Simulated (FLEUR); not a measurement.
**Equation of state of fluorite-structure PtAl2 (space group 225): energy against volume (FLEUR, LDA)**

```yaml
crystal:
  lattice:
    - [0.00000, 2.84007, 2.84007]
    - [2.84007, 0.00000, 2.84007]
    - [2.84007, 2.84007, 0.00000]
  atoms:
    - { symbol: Al, position: [0.25000, 0.25000, 0.25000] }
    - { symbol: Al, position: [0.75000, 0.75000, 0.75000] }
    - { symbol: Pt, position: [0.00000, 0.00000, 0.00000] }
```

Method of the run: LDA (Vosko-Wilk-Nusair), all-electron FLAPW (FLEUR), scalar-relativistic valence (FLEUR). Settings: Kmax = 4.33 1/bohr; GmaxXC = 15.2 1/bohr; xcFunctional = vwn; jspins = 1; l_soc = F; mode = hist; fermiSmearingEnergy = 0.00183747 Htr; mesh (inpgen div1-3) = 17 17 17; inpgen gamma flag = false; Gmax = 15.2 1/bohr; numbands = 0; maxIterBroyd = 25; imix = Anderson; alpha = 0.05; precondParam = 0; minDistance = 1e-05 me/bohr^3. The cell above is the first row's. The rows scale it uniformly. In all rows fractional positions and the k mesh are held. E is the free energy at the stated smearing, counted from the lowest row.

| V (Å^3/atom) | E (meV/atom) |
|---|---|
| 15.272 | 67.34 |
| 15.604 | 38.44 |
| 15.936 | 18.15 |
| 16.268 | 5.60 |
| 16.600 | 0.00 |
| 16.932 | 0.65 |
| 17.264 | 6.90 |
| 17.596 | 18.18 |
| 17.928 | ? |

Taking the third-order Birch-Murnaghan form, a cubic in V^(-2/3) for E over the 8 complete rows: With u = V^(-2/3) - 0.155, the rows have u = 0.007456, 0.005144, 0.002912, 0.000756, -0.001328, -0.003343, -0.005294, -0.007183. Least squares gives E = 2.833 + 3106.38·u + 736744·u² + 943797·u³. Residuals (row less fit): -0.002, 0.005, 0.001, -0.003, -0.005, 0.003, 0.004, -0.003; standard error 0.005 (degrees of freedom: 4). Its minimum lies at u = -0.002117, so V0 = (0.152883)^(-3/2) = 16.73. There d²E/du² = 1462000 and d³E/du³ = 5663000, so B0 = (4/9) × 16.73^(-7/3) × 1462000 × 0.160218 = 145 GPa (the last factor turns the table's units into GPa), and B0' = 4 + (2/3) × 0.152883 × (5663000)/1462000 = 4.4.

Problem. What does the fit predict for E at V = 17.928, and how far is the calculated value from it?

Solution. u = -0.009014, so E = 2.833 + 3106.38 × (-0.009014) + 736744 × (-0.009014)² + 943797 × (-0.009014)³ = 34.003 meV/atom. The calculation gives 33.97 meV/atom, 0.033 meV/atom below the prediction (under 0.05 % of the range of E in the table). The row lies outside the fitted rows, so this is an extrapolation. From the scatter of the fitted rows alone, a prediction at this place has a standard error of 0.012 meV/atom, so the miss is 2.8 times that.

Carrying the step between the two nearest rows on in a straight line would have given 29.46, off by 4.51; series whose last step already gives the withheld value aren't shown. The scan was laid around a cell of about the measured size, scaled by a guess for this functional. The runs keep the symmetry of the cell, so they don't test it for distortions. Spin polarisation is off. Values depend on the basis (sphere radii, cutoffs, local orbitals), which need not be converged. Spin-orbit coupling is off. Cutoffs and mesh are single choices, not tested for convergence of this quantity. Series with a scatter that would blur these digits, or in which a gap closes, are not shown. Nor are scans whose minimum lies at an end fitted in this form.
